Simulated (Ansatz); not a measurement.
The parent structure is Sn in the diamond structure (space group Fd-3m, No. 227; a = 6.6562 Å; relaxed with 0.1 eV smearing). Axes: x, y, z lie along the cube axes.

Computed with PBE, PAW, 420 eV (Ansatz, a quantum-chemistry and plane-wave program; scalar-relativistic without spin-orbit coupling).

Base values:

```
Item                            Result
-----------------------------  -------
Pressure                       0.0 GPa
Shortest interatomic distance  2.882 Å
```

It is then changed as follows: biaxial strain +3.00 %, plane normal [001], relaxed out of plane (Cartesian); in-plane vectors clamped, the third vector and the atoms free.

What happens to the pressure, shortest interatomic distance and ratio −ε⊥/ε∥?

The pressure (mean of the normal stresses, compression positive) goes from zero to -1.0 GPa; the shortest interatomic distance grows by 0.031 Å (2.882 Å → 2.913 Å); the ratio −ε⊥/ε∥ comes out as 0.97.

Stability against distortions was not tested.
